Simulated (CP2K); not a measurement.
## Parameter sweep on NaMgTi2BiO6 (R3, 11 atoms in the cell)

```xyz
11
Lattice="6.7331 0.0000 0.0000 4.4996 5.0089 0.0000 4.4996 2.0064 4.5894" Properties=species:S:1:pos:R:3 pbc="T T T"
Na     2.8265     1.2604     0.8245
Mg     5.3967     2.4065     1.5743
Ti     0.1883     0.0840     0.0549
Ti     9.5090     4.2402     2.7740
Bi    11.9647     5.3353     3.4903
O      7.1467     1.3550     1.4226
O      6.1494     4.0827     0.6717
O      5.7840     3.0704     3.4718
O      9.5654     3.2412     4.3197
O     10.3026     3.6032     1.2394
O      8.8035     5.9407     2.8050
```

Base run A: PBEsol, GPW, DZVP-MOLOPT-SR-GTH basis, GTH-PBE potentials (GTH_POTENTIALS) (CP2K 2026.2), self-consistent single point.

Its settings: CUTOFF = 1000 Ry; REL_CUTOFF = 50 Ry; SMEAR/METHOD = FERMI_DIRAC; ELECTRONIC_TEMPERATURE = 116.05 K; KPOINTS/SCHEME = MONKHORST-PACK 4 4 4; GAMMA_CENTERED = T; XC_FUNCTIONAL = PBE:PBESOL; Na/BASIS_SET = DZVP-MOLOPT-SR-GTH-q9; Na/POTENTIAL = GTH-PBE-q9; Mg/BASIS_SET = DZVP-MOLOPT-SR-GTH-q10; Mg/POTENTIAL = GTH-PBE-q10; Ti/BASIS_SET = DZVP-MOLOPT-SR-GTH-q12; Ti/POTENTIAL = GTH-PBE-q12; Bi/BASIS_SET = DZVP-MOLOPT-SR-GTH-q5; Bi/POTENTIAL = GTH-PBE-q5; O/BASIS_SET = DZVP-MOLOPT-SR-GTH-q6; O/POTENTIAL = GTH-PBE-q6; METHOD = GPW; EPS_DEFAULT = 1e-10; NGRIDS = 5.

The starting cell comes from a database of computed structures (which also holds hypothetical and non-ambient phases and stackings), without a prior relaxation at this level. Spin-orbit coupling is off. Values carry the incompleteness of an atom-centred basis. The potentials were made for another functional than the one used.

A dash stands where there is no value to compare (another energy zero or no entropy term, no result, no spin, no clean gap, or a mesh too coarse for one). 

Run A gave: pressure (GPa) -2.21; largest force (eV/Å) 0.511; gap on the mesh (eV) 1.335.

Runs:
- B: PAIR_POTENTIAL/TYPE: default → DFTD3; REFERENCE_FUNCTIONAL: default → PBEsol; R_CUTOFF: default → 15 angstrom [PBEsol-D3(0)]
- C: PAIR_POTENTIAL/TYPE: default → DFTD3(BJ); REFERENCE_FUNCTIONAL: default → PBEsol; R_CUTOFF: default → 15 angstrom [PBEsol-D3(BJ)]
- D: PAIR_POTENTIAL/TYPE: default → DFTD3(BJ); REFERENCE_FUNCTIONAL: default → PBEsol; R_CUTOFF: default → 15 angstrom; CALCULATE_C9_TERM: default → T [PBEsol-D3(BJ)+ATM]

**Question.** What does run C change against A?

**Answer.** The pressure goes from -2.21 to -4.66 GPa, the largest force moves little (0.511 to 0.510 eV/Å) and the gap on the mesh stays at 1.335 eV.

**Question.** What does run D change against A?

**Answer.** The pressure goes from -2.21 to -4.37 GPa, the largest force hardly changes (0.511 to 0.510 eV/Å) and the gap on the mesh stays at 1.335 eV.

```tsv
run	pressure (GPa)	largest force (eV/Å)	gap on the mesh (eV)	dispersion energy (eV/atom)
A	-2.21	0.511	1.335	–
B	-3.66	0.495	1.335	-0.157
C	-4.66	0.510	1.335	-0.209
D	-4.37	0.510	1.335	-0.196
```
